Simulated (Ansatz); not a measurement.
MgO under a change: biaxial strain +3.34 %, plane normal [001], relaxed out of plane

Take MgO (space group P6_3/mmc, No. 194; a = 3.494 Å, c = 4.194 Å; a cell from a computed database, its experimental status unchecked) as the base. Axes: x lies along a and z along c of the hexagonal cell.

Modification: biaxial strain +3.34 %, plane normal [001], relaxed out of plane (Cartesian); in-plane vectors clamped, the third vector and the atoms free.

Computed with PBEsol (Ansatz, a first-principles code, PAW, without spin-orbit coupling). Γ-centred 11×11×8 mesh, Fermi–Dirac width 0.05 eV.

- Volume per atom: 11.63 Å³ (base 11.09 Å³)
- Space group: P6_3/mmc (No. 194) (base P6_3/mmc (No. 194))
- Shortest interatomic distance: 2.060 Å (base 2.017 Å)
- Pressure (mean of the normal stresses, compression positive): -4.75 GPa (base 0.00 GPa)
- Band gap: 3.12 eV (base 3.27 eV)
- Gap character: direct at Γ (base direct at Γ)
- Width of the top valence band: 1.14 eV (base 1.28 eV)
- Electron mass: 0.38 mₑ out of plane, 0.32 mₑ in plane (at Γ) (base 0.37 mₑ along c, 0.33 mₑ across (at Γ))
- Hole mass: 0.40 mₑ out of plane, 2.0 mₑ in plane (at Γ) (base 0.39 mₑ along c, 2.0 mₑ across (at Γ))
- Valence-band top at Γ (three highest levels, from the VBM): 0.00, -0.60, -0.60 eV (base 0.00, -0.80, -0.80 eV)
- Out-of-plane strain: -1.79 %
- Ratio −ε⊥/ε∥: 0.53
- Mean in-plane stress (compression positive): -7.1 GPa

Final structure (turned so that z lies along the plane normal):

```xyz
4
Lattice="3.6106 0.0000 0.0000 1.8053 3.1269 0.0000 0.0000 0.0000 4.1192" Properties=species:S:1:pos:R:3 pbc="T T T"
Mg     3.6106     2.0846     3.0894
Mg     1.8053     1.0423     1.0298
O      3.6106     2.0846     1.0298
O      1.8053     1.0423     3.0894
```

Masses are band curvatures over ±0.01 Å⁻¹ around the edge. Whether these cells are dynamically stable was not tested. This is not the structure that MgO has at room temperature and ambient pressure.
